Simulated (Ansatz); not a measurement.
## SnTe: stress against strain

SnTe (rock salt, Fm-3m, 32.304 Å³/atom at rest) under an equal strain ε in the (001) plane with the normal axis free, as in a coherent film. r2SCAN in Ansatz, a plane-wave DFT program (PAW, default set), 500 eV, 13×13×13 Γ-centred mesh, Fermi-Dirac smearing 0.05 eV; ions are relaxed within the symmetry of each cell. Stress is positive for a compressed cell.

Here s stands for strain and y for stress xx.

```csv
strain (%),stress xx (GPa)
-3.00,?
-1.50,2.13
-1.00,1.38
-0.50,0.67
0.00,0.00
0.50,-0.62
1.00,-1.21
1.50,-1.75
```

Taking a straight line for y over the 7 complete rows: Means: s 0, y 0.086. About the means, the sum of products is -9.0550 and the sum of squares of s is 7.0000; the slope is their ratio. Least squares gives y = 0.086 - 1.2936·s. Residuals (row less fit): 0.104, 0.000, -0.063, -0.086, -0.059, -0.002, 0.104; standard error 0.085 (degrees of freedom: 5). The slope gives the biaxial elastic modulus of this plane = 129 ± 3 GPa.

### Question
Estimate the missing y (s = -3.00); what did the run itself give?

### Answer
y = 0.086 - 1.2936 × (-3.0) = 3.967 GPa. The calculation gives 4.68 GPa, 0.713 GPa above the prediction (11.1 % of the range of y in the table). The row lies outside the fitted rows, so this is an extrapolation. From the scatter of the fitted rows alone, a prediction at this place has a standard error of 0.133 GPa, so the miss is 5.4 times that.

One order more, fitted to all 13 runs of the series, follows each within 0.02, so the miss is the next term of a smooth law. This level leaves no gap over 0.05 eV at strain -3.00, -1.50, where the mesh may be coarse. SnTe stands in this structure, which distorts at low temperature. Rows are the converged runs of the series near zero and its far end; series whose fitted rows scatter by over a few per cent of the range, as at a crossing or softening among them, aren't shown in this form. Most that stay on the fit to the last digits aren't either.
